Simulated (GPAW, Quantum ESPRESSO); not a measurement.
# Code comparison for LaCeRu4 (F-43m, 6 atoms in the cell)

Self-consistent single point.

```yaml
crystal:
  lattice:
    - [0.00000, 3.73293, 3.73293]
    - [3.73293, 0.00000, 3.73293]
    - [3.73293, 3.73293, 0.00000]
  atoms:
    - { symbol: La, position: [0.00000, 0.00000, 0.00000] }
    - { symbol: Ce, position: [0.75000, 0.75000, 0.75000] }
    - { symbol: Ru, position: [0.37519, 0.87443, 0.37519] }
    - { symbol: Ru, position: [0.37519, 0.37519, 0.37519] }
    - { symbol: Ru, position: [0.87443, 0.37519, 0.37519] }
    - { symbol: Ru, position: [0.37519, 0.37519, 0.87443] }
```

All programs got the same cell, k-point mesh and kind of occupations (in Quantum ESPRESSO's words: occupations = smearing; smearing = gauss; degauss = 0.0036749 Ry; K_POINTS = automatic 7 7 7 0 0 0); potentials, basis and cutoffs are each program's usual ones.

| code | model | pressure (GPa) | largest force (eV/Å) | cutoff |
|---|---|---|---|---|
| Quantum ESPRESSO | LDA (PZ), SSSP 1.1.2 efficiency (PBE) pseudopotentials | 0.95 | 0.012 | 60 Ry |
| GPAW | LDA (Perdew-Wang 92), GPAW PAW datasets LDA (gpaw-data 1.0.1) | 0.39 | 0.015 | 800 eV |

The spread over the programs that give each value: pressure within 0.56 GPa; largest force within 0.003 eV/Å.

The starting cell comes from a database of computed structures (which also holds hypothetical and non-ambient phases and stackings), without a prior relaxation at this level. Its lattice was rescaled by a random factor within 2.5 % of one. On Quantum ESPRESSO's run: Spin-orbit coupling is off. Spin polarisation is off. The f electrons are in the valence without U or exact exchange, which can misplace them near the Fermi level. Spin-orbit terms, which matter for f shells, are left out.

Why do the programs differ, and what cannot be compared?

Differences of this kind can come from the potentials, where these differ, and from what each basis and cutoff leave unconverged. The zero of total energies and Fermi levels follows the potentials and each program's conventions, so they are not compared here.

Left out of this page: Ansatz (with a known weakness of the program); Elk and FLEUR (not drawn, or without a comparable value).
